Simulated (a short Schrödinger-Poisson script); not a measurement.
## Symmetric double-gate stack, SiO2 on p-type Ge(100)

System: symmetric double-gate stack, SiO2 on p-type Ge(100), at 300 K.

```tsv
layer	material	thickness (nm)	Na (cm⁻³)
1	SiO2	3.6	-
2	Ge	5	8e17
3	SiO2	3.6	-
```

The device is made up for the run: typed textbook-type constants, with dimensions and the other settings drawn at random. SiO2: permittivity 3.9, conduction-band edge (eV) 3.1, gap (eV) 9, electron mass (mₑ) 0.5. Ge: permittivity 16, conduction-band edge (eV) 0, gap (eV) 0.664, Nv at 300 K (cm⁻³) 6e18.

Channel valleys (confinement mass, in-plane density-of-states mass, number): L4 0.12, 0.295, 4. At the gates, both at one voltage, the conduction-band edge of layer 1 lies 3.33 eV − eVg above the Fermi level of the channel. Gaps are held at their typed values at every temperature. Mesh 0.03 nm at interfaces.

From a short Schrödinger-Poisson script (our own, NumPy): 1D Poisson equation in equilibrium, electrons quantum, Hartree (BenDaniel-Duke, 12 states a valley, the channel's in-plane mass for all, wave functions free to enter the dielectric), parabolic valleys, classical holes, full ionisation, no traps, pinning or gate leakage.

| Vg (V) | electrons (cm⁻²) | C (μF/cm²) | L4 E0 (meV) | L4 E1 (meV) |
|---|---|---|---|---|
| 0 | 2.02e7 | < 0.003 | 345.3 | 591.0 |
| 0.3 | 4.50e11 | 1.08 | 86.0 | 330.7 |
| 0.6 | 3.18e12 | 1.61 | 32.6 | 271.7 |
| 0.9 | 6.27e12 | 1.68 | 11.7 | 244.5 |
| 1.2 | 9.44e12 | 1.71 | -2.4 | 224.1 |
| 1.5 | 1.27e13 | 1.72 | -13.7 | 206.7 |
| 1.8 | 1.59e13 | 1.73 | -23.4 | 191.0 |
| 2.1 | 1.91e13 | 1.74 | -32.3 | 176.3 |
| 2.4 | 2.24e13 | 1.74 | -40.5 | 162.4 |

Gate voltages with under 1e6 electrons/cm² are left out.

Subbands count from the Fermi level. The capacitance is that of both gates.

Only the L valleys are kept; under strong confinement the Δ valleys of Ge fill too.
